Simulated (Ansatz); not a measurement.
A relaxation of the atoms of VW (Cmm2, 2 atoms in the cell) with Ansatz (an electronic-structure program).

Method of the run: LDA (PW92), default PAW files made with PBE (plane waves; Ansatz).

The change in words: one atom moved by 0.15 angstrom; relax: default → atoms; relax.f_tol: default → 0.1 eV/Å. Reference geometry:
```yaml
crystal:
  lattice:
    - [1.55277, -2.23052, 0.00000]
    - [1.55277, 2.23052, 0.00000]
    - [0.00000, 0.00000, 4.29276]
  atoms:
    - { symbol: V, position: [0.00000, 0.00000, 0.00000] }
    - { symbol: W, position: [0.50000, 0.50000, 0.50000] }
```

Reference input (self-consistent single point, DFT, LDA (PW92), plane waves, default PAW files made with PBE): basis.ecutwfc = 420 eV; kpoints.mp_grid.grid = 13 13 8; hamiltonian.xc = lda; hamiltonian.pseudopotentials = {kind: paw} (the program's default PAW files); scf.occupations.method = gaussian; scf.occupations.width = 0.1 eV. This run's input differs from it in these lines:

```diff
@@ -7,3 +7,3 @@
   atoms:
-    - { symbol: V, position_ang: [0.000000, 0.000000, 0.000000] }
+    - { symbol: V, position_ang: [0.000000, 0.000000, 0.150002] }
     - { symbol: W, position_ang: [1.552770, 0.000000, 2.146378] }
@@ -22,2 +22,4 @@
     width: 0.1 eV
+relax:
+  f_tol: 0.1
 output:
```

Log, with long lists cut:

```
   [... SCF lines of the steps left out ...]
relax step   1: F+E_penalty+E_count = -12990.27168473 eV  Δ(F+E_penalty+E_count) = +0.000e0 eV  max|allowed force component| = 1.285e0 eV/Å  Δτ_max = 0.0000 Å  (6 SCF iters, dr2 threshold 1.00e-4 eV, accepted)
relax step   2: F+E_penalty+E_count = -12990.36922754 eV  Δ(F+E_penalty+E_count) = -9.754e-2 eV  max|allowed force component| = 1.336e-1 eV/Å  Δτ_max = 0.0678 Å  (6 SCF iters, dr2 threshold 1.00e-4 eV, accepted)
relax step   3: F+E_penalty+E_count = -12990.37019297 eV  Δ(F+E_penalty+E_count) = -9.654e-4 eV  max|allowed force component| = 1.803e-4 eV/Å  Δτ_max = 0.0072 Å  (6 SCF iters, accepted)
the relaxation is at rest under the 4 symmetry operations that the run kept from its start: a minimum is not shown …
Free energy (F): -12990.370193 eV
Internal energy: -12990.361433 eV  (E = F + TS)
E sigma→0 (E₀):  -12990.365813 eV
Entropy (-TS):   -0.008760 eV (-4.380 meV/atom)
Fermi energy:    18.862484 eV
--- Forces (eV/Å), atoms counted from 1 ---
  atom   1  V      0.00000000     0.00000000    -0.00017334
  atom   2  W     -0.00000000    -0.00000000     0.00018723
--- Stress (GPa, compression-positive) ---
      -15.031950       0.000000       0.000000
        0.000000     -14.551168       0.000000
        0.000000       0.000000     -13.890034
  P = ⅓ Tr σ = -14.4911 GPa (-144.911 kbar)
   [... lines left out ...]
--- Relaxed structure (3 steps of the walk, 3 accepted, 0 SCFs on fresh bases) ---
  F+E_penalty+E_count = -12990.37019297 eV   max|allowed force component| = 1.803e-4 eV/Å
  atoms:
    - { symbol: V, position: [1.3404585653567385e-18, 1.3404585653567373e-18, 0.017473805930076188] }
    - { symbol: W, position: [0.4999999999999999, 0.4999999999999999, 0.5174691223558715] }
```

The run converged.  The full log also holds: “iter 5 did not close the SCF: its close was put off for the readings that it lacked (scf_convergence_deferred on its scf_iter line)”.

Summary of the result:
Free energy E − TS (on the zero of these files): -12990.3702 eV
Fermi level (on the code's own zero): 18.86 eV
Pressure: -14.49 GPa
Relaxation steps: 3

The starting cell comes from a database of computed structures (which also holds hypothetical and non-ambient phases and stackings), without a prior relaxation at this level. Its lattice was rescaled by up to half a per cent. For this run, on top of that: one atom moved by 0.15 angstrom. Spin polarisation is off. The relaxation keeps the symmetry of its start, so its end need not be a minimum. Ansatz's pressure includes its estimate of the finite-basis (Pulay) stress.

Cost on one core of a shared machine: roughly 40 s.

Keys are those of Ansatz 0.2.
